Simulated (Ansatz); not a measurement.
## MgTe: energy against strain

MgTe (wurtzite, P6_3mc, 33.389 Å³/atom and stress up to 0.01 GPa in the relaxed cell, c along z) under an equal strain ε in the (0001) plane with the normal axis free, as in a coherent film. PBEsol in Ansatz, a plane-wave DFT program (PAW, default set), 420 eV, 8×8×5 Γ-centred mesh, Fermi-Dirac smearing 0.05 eV; ions are relaxed, or left where forces stay under 0.02 eV/Å, within the symmetry of each cell.

Here s stands for strain and y for E less E0.

```csv
strain (%),E less E0 (meV/atom)
-3.00,?
-1.20,1.74
-0.60,0.42
0.00,0.00
0.60,0.45
1.20,1.75
```

Taking a parabola for y over the 5 complete rows: Least squares gives y = -0.001 + 0.0083·s + 1.2123·s². Residuals (row less fit): 0.005, -0.010, 0.001, 0.010, -0.005; standard error 0.011 (degrees of freedom: 2). The quadratic coefficient over the volume, 1.2123 meV × 10⁴ × 0.1602 / 33.389 Å³, is the biaxial elastic modulus of this plane = 58.2 ± 0.4 GPa (± standard error of the fit, which holds the terms cut off).

**Question.** Predict the withheld y at s = -3.00 from the fit, and compare with the calculation.

**Answer.** y = -0.001 + 0.0083 × (-3.0) + 1.2123 × (-3.0)² = 10.885 meV/atom. The calculation gives 11.29 meV/atom, 0.405 meV/atom above the prediction (3.6 % of the range of y in the table). The row lies outside the fitted rows, so this is an extrapolation. From the scatter of the fitted rows alone, a prediction at this place has a standard error of 0.072 meV/atom, so the miss is 5.6 times that.

A polynomial of degree 3 through the 10 other runs of the series gives 11.30 there, so most of the miss is curvature that the fit leaves out. Spin-orbit coupling is left out, which can shift these values for the heavy elements here. Rows are the converged runs of the series near zero and its far end; series whose fitted rows scatter by over a few per cent of the range, as at a crossing or softening among them, aren't shown in this form, nor equations of state whose B0' disagrees with the runs' pressures. Most that stay on the fit to the last digits aren't either.
